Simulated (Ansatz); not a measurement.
Worked calculations on one periodic cell of amorphous IGZO (In6Ga12Zn6O33): In6Ga12Zn6O33, 57 atoms, volume 737.4 Å³, made by a melt-quench on the CHGNet potential and relaxed with DFT. O atoms were pushed apart under 1.9 Å during the dynamics, to hinder bonds among them. It is a model cell: composition and starting density were chosen by hand, and all elements were melted together. Level of theory: PBE, scalar-relativistic without spin-orbit coupling (plane waves to 420 eV, PAW; Ansatz, a program for electronic structure). Sampling: a 2×2×2 Γ-centred mesh; Fermi-Dirac width 0.02 eV; no spin polarisation. Its volume was relaxed, its shape was free, and it stands at a mean pressure of 0.2 GPa with stress components up to 0.2 GPa; the relaxation ran on the zone centre alone. Its density went from a set 5.59 to 5.51 g/cm³. The cell is small and was quenched far faster than a real film, so it is one sample of the glass.

Count formal charges (In +3, Ga +3, Zn +2, O -2). What does the count lead one to expect at the Fermi level, and what does the calculation give?

6 × (+3) + 12 × (+3) + 6 × (+2) + 33 × (-2) = 0. The charges balance, so the anion-derived valence states can be full and a gap can open. On this mesh the highest filled and lowest empty level lie 0.77 eV apart, the PBE gap of this cell, with a localised state at one edge or both.

The cell was scaled and its atoms relaxed again at each volume (the zone centre alone): 671.0 Å³, 9.71 GPa; 737.4 Å³, 0.01 GPa; 781.6 Å³, -4.02 GPa.

Estimate the bulk modulus over this range from B = −dP/d ln V.

Between the ends: −(-4.02 − 9.71) / ln(781.6/671.0) = 90 GPa, a mean over the range at 0 K with the atoms relaxed.
